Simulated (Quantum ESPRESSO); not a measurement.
## A short convergence ladder for LiMoN2 (R3m, 4 atoms in the cell)

```
CELL_PARAMETERS angstrom
      1.45292    -0.83884     5.32549
      0.00000     1.67769     5.32549
     -1.45292    -0.83884     5.32549
ATOMIC_POSITIONS crystal
  Li 0.41672 0.41672 0.41672
  Mo 0.58592 0.58592 0.58592
  N  0.84262 0.84262 0.84262
  N  0.99655 0.99655 0.99655
```

Base method: LDA (PZ), GBRV 1.5 ultrasoft (LDA) pseudopotentials (plane waves; Quantum ESPRESSO).

Base settings: ecutwfc = 40 Ry; ecutrho = 320 Ry; occupations = smearing; smearing = gauss; degauss = 0.0073499 Ry; potentials = {Li: li_lda_v1.4.uspp.F.UPF, Mo: mo_lda_v1.uspp.F.UPF, N: n_lda_v1.2.uspp.F.UPF}; K_POINTS = automatic 6 6 6 0 0 0; conv_thr = 1e-11 Ry; mixing_beta = 0.3.

The count of work is k-points × plane waves × bands × iterations; it is no time. 

**The k-point mesh**

The second cell is the first with its lattice scaled by 0.98.

Only quantities that move along the ladder and can be compared are tabulated.

| K_POINTS | free energy less the last step's (meV/atom) | energy of the compressed cell less the first (meV/atom) | pressure (GPa) | largest difference of a force vector from the last step's (eV/Å) | count of work / last |
|---|---|---|---|---|---|
| automatic 2 2 2 0 0 0 | 141.50 | -9.06 | -9.96 | 0.359 | 0.012 |
| automatic 4 4 4 0 0 0 | -8.62 | -21.93 | -13.24 | 0.185 | 0.043 |
| automatic 6 6 6 0 0 0 | -3.50 | -18.25 | -12.37 | 0.054 | 0.093 |
| automatic 15 15 15 0 0 0 | 0.00 | -18.12 | -12.33 | 0.000 | 1.0 |

Coarsest K_POINTS that holds the energy of the compressed cell less the first within 0.5 meV/atom of the last step, with all finer ones: automatic 6 6 6 0 0 0, at 0.093 of the last step's count of work; the step before is off by 3.8 meV/atom.

Coarsest K_POINTS that holds the forces within 0.02 eV/Å: not settled: the last two steps still differ by 0.054 eV/Å, over half the tolerance, so the ladder does not show it.

Coarsest K_POINTS that holds the free energy within 5 meV/atom: not settled: the last two steps still differ by 3.5 meV/atom, over half the tolerance, so the ladder does not show it.

On the base run: the starting cell comes from a database of computed structures (which also holds hypothetical and non-ambient phases and stackings), without a prior relaxation at this level. Its lattice was rescaled by up to half a per cent. One atom was moved a little off its site on purpose. Spin polarisation is off; with an odd number of electrons in the cell that forces a metal, and a magnetic state may lie lower. In the base run, with a pressure of about -12 GPa the cell is away from its equilibrium volume at this level. Without a gap this mesh is coarse (it stands for a supercell whose shortest vector is 17 Å).
